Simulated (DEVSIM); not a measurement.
Device: abrupt In0.53Ga0.47As p-n junction, at 400 K.

Layer 1 from the left is In0.53Ga0.47As, thickness (μm) 15.0, Na (cm⁻³) 4e17, τn (s) 4.9e-10, τp (s) 4.9e-10. Layer 2 from the left is In0.53Ga0.47As, thickness (μm) 2.20, Nd (cm⁻³) 3.9e16, τn (s) 4.9e-10, τp (s) 4.9e-10.

Left contact: ohmic. Right contact: ohmic. Voltage is applied to the left contact. Recombination: SRH at mid-gap, Auger. Mobility is constant in doping.

The device is made up for the run: typed textbook-type constants, with dimensions and the other settings drawn at random. Values at 300 K; Nc and Nv go as T^1.5, mobilities as T to minus their exponent, the gap by Varshni's rule with the affinity fixed.

In0.53Ga0.47As: gap (eV) 0.74, affinity (eV) 4.51, permittivity 13.9, Nc (cm⁻³) 2.1e17, Nv (cm⁻³) 7.7e18, μn (cm²/Vs) 12000, μp (cm²/Vs) 300, T exponent of μn 1.6, T exponent of μp 1.6, Cn (cm⁶/s) 5e-29, Cp (cm⁶/s) 5e-29, Varshni α (eV/K) 0.00035, Varshni β (K) 190.

Question: Estimate by hand the built-in potential, the peak field at zero bias, and compare with a numerical solution.

Answer: 
- Built-in potential: ni = √(Nc Nv) exp(−Eg/2kT) = 6.65e13 cm⁻³ with Eg = 0.709 eV; Vbi = kT/q ln(Na Nd/ni²) = 0.520 V; numerical 0.520 V.
- Peak field at zero bias: depletion approximation: W = √(2εVbi/(qN)) = 0.150 μm with N = 3.55e16 cm⁻³; field = 2Vbi/W = 69300 V/cm; numerical 67700 V/cm (estimate above by 2.4 %).

Model (solved in DEVSIM): 1D drift-diffusion, Boltzmann statistics, complete ionisation; no tunnelling, impact ionisation, image-force lowering or self-heating.
